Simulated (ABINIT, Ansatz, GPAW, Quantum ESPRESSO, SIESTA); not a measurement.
# Code comparison for Pt (Fm-3m, 1 atom in the cell)

Self-consistent single point.

```
Pt
1.0
    0.00000     2.00312     2.00312
    2.00312     0.00000     2.00312
    2.00312     2.00312     0.00000
Pt
1
Direct
  0.00000   0.00000   0.00000
```

All programs got the same cell, k-point mesh and kind of occupations (in Ansatz's words: kpoints.mp_grid.grid = 19 19 19; scf.occupations.method = fermi_dirac; scf.occupations.width = 0.0037 Ry); potentials, basis and cutoffs are each program's usual ones.

```json
[
 {"code": "Ansatz", "model": "PBE, PAW files", "pressure (GPa)": "-6.36", "k-points": "220", "cutoff": "30.9 Ry"},
 {"code": "SIESTA", "model": "GGA PBE, numerical atomic orbitals TZP, PseudoDojo PBE standard norm-conserving potentials (rewritten from UPF to PSML)", "pressure (GPa)": "-6.69", "k-points": "3430", "cutoff": "grid 350 Ry"},
 {"code": "Quantum ESPRESSO", "model": "PBE, GBRV 1.5 ultrasoft (PBE) pseudopotentials", "pressure (GPa)": "-7.77", "k-points": "220", "cutoff": "40 Ry"},
 {"code": "GPAW", "model": "PBE, GPAW PAW datasets PBE (gpaw-data 1.0.1)", "pressure (GPa)": "-6.60", "k-points": "220", "cutoff": "600 eV"},
 {"code": "ABINIT", "model": "PBE, norm-conserving pseudopotentials (PseudoDojo nc-sr-05 PBE standard)", "pressure (GPa)": "-6.80", "k-points": "220", "cutoff": "42 Ha"}
]
```

The spread over the programs that give each value: pressure within 1.41 GPa.

The starting cell comes from a database of computed structures (which also holds hypothetical and non-ambient phases and stackings), without a prior relaxation at this level. Its lattice was rescaled by a random factor within 2.5 % of one. On Ansatz's run: Spin-orbit coupling is off. Spin polarisation is off. In the base run, with a pressure of about -6 GPa the cell is away from its equilibrium volume at this level.

Why do the programs differ, and what cannot be compared?

Differences of this kind can come from the potentials, where these differ, and from what each basis and cutoff leave unconverged. The valence holds different numbers of electrons (Ansatz (a program for electronic structure) 18, SIESTA 18, Quantum ESPRESSO 16, GPAW 16, ABINIT 18). The zero of total energies and Fermi levels follows the potentials and each program's conventions, so they are not compared here. SIESTA uses small atom-centred bases, whose incompleteness enters pressures, forces and empty levels differently from a plane-wave cutoff. Ansatz's pressure is given at a fixed set of plane waves, as the other plane-wave codes print theirs; with its correction for the finite basis it is -6.29 GPa. Ansatz's smearing width was typed in Ry to four decimals, so it matches the others to a few per cent. The programs reduce the same mesh by symmetry to different extents, which changes the work and not the result. In the pressure, Quantum ESPRESSO (by 1.07) lies more than 1 GPa from the median of the plane-wave programs.

Left out of this page: Elk and FLEUR (not drawn, or without a comparable value).

Keys are those of Ansatz 0.2.
